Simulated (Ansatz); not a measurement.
Consider NaCl in the rock salt structure (space group Fm-3m, No. 225; a = 5.696 Å).

Computed with PBE, PAW, 420 eV (Ansatz, an electronic-structure program; no spin-orbit coupling).

For the base:

```
Property                                Value
-----------------------------  --------------
Width of the top valence band         0.71 eV
Gap character                     direct at Γ
Electron mass                  0.40 mₑ (at Γ)
Volume per atom                      23.10 Å³
```

It is then changed as follows: full substitution Na → Al, then cell and atoms are relaxed.

Tabulated Pauling electronegativity and covalent radius: Na 0.93, 1.66 Å; Al 1.61, 1.21 Å.

Task: How does this affect the width of the top valence band?

Result: The width of the top valence band rises by 2.964 eV to 3.68 eV.

Task: How does this affect the gap character?

Result: The gap character changes from direct at Γ to direct at L.

Task: What does the calculation give for the electron mass after the change?

Result: The electron mass changes from 0.40 mₑ (at Γ) to 0.11 mₑ along k, 0.40 mₑ across (at L).

Task: What happens to the volume per atom?

Result: The volume per atom increases by 5.15 Å³ to 28.25 Å³.

Effective masses come from finite differences of ±0.01 Å⁻¹. Along k means along the line from Γ to the band edge. No phonon test of stability was made. As relaxed here, AlCl is a hypothetical phase, not in the database extracts checked.
